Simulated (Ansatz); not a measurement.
The starting structures come from a database of crystals and need not be the phases stable at ambient conditions.

 Where the default PAW files enter, the runs use the earlier of Ansatz's two default sets.

# Evanescent states of KAsF$_{6}$ (R-3, not sure to be the ambient phase, 8 atoms a cell, 13.8 Å³ an atom, 2 GPa at this level) along the normal of (101)

Computed with PBEsol (plane waves, PAW; Ansatz, a first-principles code).

The gap is the functional's own, uncorrected, and κ follows it; spin-orbit coupling is left out. Mid-gap values are interpolated between the computed energies.

Energies count from the valence-band top; κ is the least over a 6×6 mesh across the current.

```tsv
E (eV)	κ (1/Å)	where
0.12	0.376	Γ
0.38	0.455	Γ
0.62	0.481	Γ
0.88	0.501	Γ
1.12	0.516	Γ
1.38	0.527	Γ
1.62	0.535	Γ
1.88	0.539	Γ
2.12	0.540	Γ
2.38	0.538	Γ
2.62	0.534	Γ
2.88	0.526	Γ
3.12	0.516	Γ
3.38	0.502	Γ
3.62	0.485	Γ
3.88	0.463	Γ
4.12	0.436	Γ
4.38	0.403	Γ
4.62	0.361	Γ
4.88	0.305	Γ
5.12	0.222	Γ
```

Problem. How thick must the barrier be to attenuate the transmission by 10^6 when the electrodes' Fermi level lies at 4.12 eV, and what attenuation does that film give at 1.12 eV?

Solution. d = 6 ln 10 / (2 × 0.436) = 15.8 Å. At 1.12 eV it gives 6 × 0.516/0.436 = 7.1 decades.
